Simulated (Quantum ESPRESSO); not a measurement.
Troubleshooting Quantum ESPRESSO: a failed run on AlFe (Pm-3m, 2 atoms in the cell). The aim is a self-consistent single point with DFT, PBE, plane waves, PseudoDojo standard norm-conserving (PBE) pseudopotentials.

Cell that was meant: a = 2.9021 Å, b = 2.9021 Å, c = 2.9021 Å, α = 90.00°, β = 90.00°, γ = 90.00°.

Part of the input:

```fortran
Al    0.0000000000    0.0000000000    0.0000000000
Fe    0.5000000000    0.5000000000    0.5000000000
K_POINTS automatic
9 9 9
```

Output, abridged:

```
     This program is part of the open-source Quantum ESPRESSO suite
     for quantum simulation of materials; please cite

 %%%%%%%%%%%%%%%%%%%%%%%%%%%%%%%%%%%%%%%%%%%%%%%%%%%%%%%%%%%%%%%%%%%%%%%%%%%%%%
     Error in routine card_kpoints (1):
      end of file while reading automatic k points
 %%%%%%%%%%%%%%%%%%%%%%%%%%%%%%%%%%%%%%%%%%%%%%%%%%%%%%%%%%%%%%%%%%%%%%%%%%%%%%

     stopping ...
```

Question: Read the log: what does the program object to, and what is the fix?

Answer: The fault is an automatic mesh without its three shifts. The card takes six integers. To fix it, add the shifts. The program stopped before any SCF iteration.

An input that runs soundly differs in these lines (not the only fix; some lines may just follow from the change or write a value another way):
```diff
-9 9 9
+9 9 9  0 0 0
```

With that input, the run converged in 33 iterations: free energy E − TS -3474.2552 eV; Fermi level (on the code's own zero) 13.64 eV; pressure -5.07 GPa; size of the cell's spin moment 0.69 μB; site moments (μB, in the program's spheres or projections) Al -0.04, Fe 0.75 (DFT, PBE, plane waves, PseudoDojo standard norm-conserving (PBE) pseudopotentials).

On the sound input: the starting cell comes from a database of computed structures (which also holds hypothetical and non-ambient phases and stackings), without a prior relaxation at this level. Its lattice was rescaled by a random factor within 2.5 % of one. The moments shrank to a small part of their start, a low-spin state that need not be the lowest. With a pressure of about -5 GPa the cell is away from its equilibrium volume at this level.
